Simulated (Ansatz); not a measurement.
Bi2SO2 (model structure, started from the La2SO2 type, P-3m1, No. 164, 5 atoms in the cell), treated with PBEsol in Ansatz (PAW).

Run with plane-wave cutoff 520 eV, 12×12×6 k mesh (along the axes of the cell as run), Fermi–Dirac smearing 0.01 eV, scalar-relativistic PAW data made under PBE.

Cell (relaxed with PBEsol):

```cif
data_Bi2O2S
_chemical_formula_sum 'Bi2 S1 O2'
_space_group_name_H-M_alt 'P-3m1'
_space_group_IT_number 164
_space_group_name_Hall '-P 3 2"'
_cell_length_a 3.94099
_cell_length_b 3.94099
_cell_length_c 6.76085
_cell_angle_alpha 90.000
_cell_angle_beta 90.000
_cell_angle_gamma 120.000
loop_
_atom_site_label
_atom_site_type_symbol
_atom_site_symmetry_multiplicity
_atom_site_Wyckoff_symbol
_atom_site_fract_x
_atom_site_fract_y
_atom_site_fract_z
_atom_site_occupancy
Bi1 Bi 2 d 0.33333 0.66667 0.22307 1
S1 S 1 b 0.00000 0.00000 0.50000 1
O1 O 2 d 0.66667 0.33333 0.12195 1
```

Task: Give the computed band gap, smallest direct gap on the k points sampled and direct gap at Γ.

Result: 
- band gap: 1.62 eV
- smallest direct gap on the k points sampled: 2.02 eV
- direct gap at Γ: 2.68 eV

Note: the relaxation could raise the start's symmetry but not lower it, so the cell can be a saddle point.

Spin–orbit coupling is not included; with these elements it can move the gap by several tenths of an eV or more.

Static lattice: no zero-point or thermal effects.

A model structure was made by putting elements into a prototype or built by hand; it is no filed structure, need not be a known phase, and can be a saddle point held by its symmetry.

Ansatz is a first-principles code.
